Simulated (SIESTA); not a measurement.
A self-consistent single point of Hf (P6_3/mmc, 2 atoms in the cell) with SIESTA.

Computed with GGA PBE, numerical atomic orbitals TZP, PseudoDojo PBE standard norm-conserving potentials (rewritten from UPF to PSML) (SIESTA 5.4.2).

The change in words: lattice scaled by 0.98. Reference geometry:
```xyz
2
Lattice="3.2202 0.0000 0.0000 -1.6101 2.7887 0.0000 0.0000 0.0000 5.0889" Properties=species:S:1:pos:R:3 pbc="T T T"
Hf     0.0000     1.8592     1.2722
Hf     1.6101     0.9296     3.8167
```

Reference input (self-consistent single point, DFT, GGA PBE, numerical atomic orbitals TZP, PseudoDojo PBE standard norm-conserving potentials (rewritten from UPF to PSML)): XC.functional = GGA; XC.authors = PBE; potentials = PseudoDojo PBE standard; PAO.BasisSize = TZP; PAO.EnergyShift = 0.01 Ry; MeshCutoff = 300 Ry; kgrid.MonkhorstPack = 16 16 9; OccupationFunction = MP; OccupationMPOrder = 0; ElectronicTemperature = 0.136 eV; MaxSCFIterations = 150; SCF.Mixer.Method = Pulay. This run's input differs from it in these lines:

```diff
@@ -9,7 +9,7 @@
 %endblock ChemicalSpeciesLabel
-LatticeConstant              3.220154 Ang
+LatticeConstant              3.155751 Ang
 %block LatticeVectors
      1.000000000    0.000000000    0.000000000
-    -0.500000000    0.866025352    0.000000000
-     0.000000000    0.000000000    1.580338083
+    -0.499999842    0.866025235    0.000000000
+     0.000000000    0.000000000    1.580337929
 %endblock LatticeVectors
@@ -17,4 +17,4 @@
 %block AtomicCoordinatesAndAtomicSpecies
-    -0.000001610    1.859157596    1.272233000  1
-     1.610078610    0.929577404    3.816699000  1
+    -0.000001245    1.821974244    1.246788250  1
+     1.577877245    0.910985756    3.740364750  1
 %endblock AtomicCoordinatesAndAtomicSpecies
```

Output (repeated stretches shortened):

```
        iscf     Eharris(eV)        E_KS(eV)     FreeEng(eV)     dDmax    Ef(eV) dHmax(eV)
   scf:    1    -3063.410232    -3068.237651    -3068.249738  1.544630 -2.886925  4.108538
   scf:    2    -3068.819107    -3068.536191    -3068.548646  0.065765 -3.023232  2.928636
   scf:    3    -3069.050924    -3068.842228    -3068.855373  0.128311 -3.380271  0.015815
   scf:    4    -3068.842617    -3068.842452    -3068.855594  0.002900 -3.379731  0.027673
   scf:    5    -3068.842481    -3068.842468    -3068.855617  0.000854 -3.383099  0.009415
   scf:    6    -3068.842462    -3068.842465    -3068.855620  0.000579 -3.386174  0.000590
   scf:    7    -3068.842468    -3068.842467    -3068.855620  0.000046 -3.386478  0.000096
   scf:    8    -3068.842467    -3068.842467    -3068.855620  0.000005 -3.386454  0.000039
SCF Convergence by DM+H criterion
max |DM_out - DM_in|         :     0.0000054620
max |H_out - H_in|      (eV) :     0.0000388345
SCF cycle converged after 8 iterations

Using DM_out to compute the final energy and forces

siesta: E_KS(eV) =            -3068.8425

siesta: E_KS - E_eggbox =     -3068.8425

siesta: Atomic forces (eV/Ang):
     1    0.000092   -0.000047   -0.000000
     2   -0.000092    0.000047    0.000000
   Tot   -0.000000   -0.000000   -0.000000
   Max    0.000092
   Res    0.000060    sqrt( Sum f_i^2 / 3N )
   Max    0.000092    constrained

Stress tensor Voigt[x,y,z,yz,xz,xy] (kbar):      -29.25      -29.18      -31.48       -0.00        0.00        0.06
(Free)E + p*V (eV/cell)    -3068.0509
Target enthalpy (eV/cell)    -3068.8556

siesta: Program's energy decomposition (eV):
siesta: FreeEng =     -3068.855620

   [... lines left out ...]
siesta:    -0.018259    0.000040    0.000000
siesta:     0.000040   -0.018215    0.000000
siesta:     0.000000   -0.000000   -0.019651

siesta: Cell volume =         43.011907 Ang**3

siesta: Pressure (static):
siesta:                Solid            Molecule  Units
siesta:           0.00020376          0.00020377  Ry/Bohr**3
siesta:           0.01870825          0.01870971  eV/Ang**3
siesta:          29.97392592         29.97626001  kBar
```

The run converged in 8 iterations. Against the reference run the free energy goes down by 5.3 meV/atom and the pressure goes from -3.92 to 3.00 GPa.

The starting cell comes from a database of computed structures (which also holds hypothetical and non-ambient phases and stackings), without a prior relaxation at this level. Its lattice was rescaled by a random factor within 2.5 % of one. For this run, on top of that: lattice scaled by 0.98. Values carry the incompleteness of an atom-centred basis.

Cost on one core of a shared machine: roughly 2 min.
